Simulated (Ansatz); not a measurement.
Defect: interstitial Li in diamond with all lengths changed by +1 %, charge state +1. Method: PBE, PAW (plane waves to 420 eV; Ansatz, a program for electronic structure).

64-site cell at the strained lattice (strain from the relaxed PBE one, atoms relaxed), a 2×2×2 k-point mesh shifted by half a step, smearing 0.01 eV, spin-restricted, no finite-size correction. Energies are static. The host's phase is taken as given; its stability against other phases was not computed. The charge state is imposed; whether it is stable for some Fermi level was not computed. Sites that were not tried may lie lower.

Barriers: single points on a 3×3×3 k-point mesh shifted by half a step at the bands' geometries.

Relaxed starting cell (atoms counted from 1):

```
CELL_PARAMETERS angstrom
      7.21453     0.00000     0.00000
      0.00000     7.21453     0.00000
      0.00000     0.00000     7.21453
ATOMIC_POSITIONS crystal
  C  0.99971 0.99970 0.25838
  C  0.99971 0.99970 0.74375
  C  0.99972 0.49971 0.25191
  C  0.99972 0.49970 0.75020
  C  0.49972 0.99971 0.25192
  C  0.49972 0.99970 0.75021
  C  0.49972 0.49970 0.25113
  C  0.49972 0.49971 0.75099
  C  0.12540 0.37623 0.12674
  C  0.12487 0.37559 0.62516
  C  0.13148 0.86792 0.13283
  C  0.12540 0.87403 0.62455
  C  0.62382 0.37560 0.12621
  C  0.62468 0.37475 0.62602
  C  0.62320 0.87403 0.12675
  C  0.62382 0.87455 0.62516
  C  0.99973 0.25703 0.00106
  C  0.99971 0.25056 0.50106
  C  0.99971 0.74239 0.00107
  C  0.99972 0.74885 0.50106
  C  0.49971 0.25056 0.00106
  C  0.49973 0.24977 0.50106
  C  0.49972 0.74885 0.00106
  C  0.49971 0.74964 0.50106
  C  0.12539 0.12538 0.37758
  C  0.13150 0.13148 0.86929
  C  0.12488 0.62381 0.37695
  C  0.12539 0.62318 0.87538
  C  0.62383 0.12486 0.37695
  C  0.62320 0.12539 0.87539
  C  0.62466 0.62466 0.37611
  C  0.62383 0.62381 0.87590
  C  0.25704 0.99970 0.00105
  C  0.25057 0.99971 0.50106
  C  0.25057 0.49970 0.00106
  C  0.24978 0.49970 0.50105
  C  0.74239 0.99971 0.00107
  C  0.74886 0.99970 0.50106
  C  0.74886 0.49970 0.00105
  C  0.74965 0.49971 0.50106
  C  0.37476 0.37474 0.37610
  C  0.37561 0.37560 0.87590
  C  0.37561 0.87455 0.37695
  C  0.37624 0.87402 0.87538
  C  0.87456 0.37561 0.37696
  C  0.87404 0.37622 0.87538
  C  0.87404 0.87401 0.37758
  C  0.86795 0.86794 0.86929
  C  0.24976 0.24975 0.25111
  C  0.25239 0.25236 0.74839
  C  0.25238 0.74704 0.25371
  C  0.24976 0.74965 0.75102
  C  0.74706 0.25237 0.25372
  C  0.74967 0.24975 0.75102
  C  0.74966 0.74965 0.25111
  C  0.74707 0.74705 0.74840
  C  0.37623 0.12538 0.12674
  C  0.37562 0.12485 0.62517
  C  0.37562 0.62380 0.12621
  C  0.37475 0.62466 0.62602
  C  0.86795 0.13147 0.13284
  C  0.87403 0.12538 0.62454
  C  0.87403 0.62318 0.12674
  C  0.87457 0.62381 0.62516
  Li 0.99972 0.99972 0.00106
```
Cell charge +1.

End state 1 differs by these moves (Å; atoms that move under 0.08 Å are left out):

```json
[
 {"atom": "11", "element": "C", "Δx": "-0.05", "Δy": "0.05", "Δz": "-0.05"},
 {"atom": "54", "element": "C", "Δx": "-0.05", "Δy": "0.05", "Δz": "-0.05"},
 {"atom": "65", "element": "Li", "Δx": "-0.90", "Δy": "0.90", "Δz": "-0.90"}
]
```

### Question
Estimate the forward and backward barriers to end state 1 that PBE, PAW returns for this input.

### Answer
forward 1.74 eV, backward 1.74 eV; at the saddle point atom 65 has neighbours 6 C at 1.62 Å. The saddle point's order was not checked, and it lies on a symmetry element of the cell, where a band can be held.
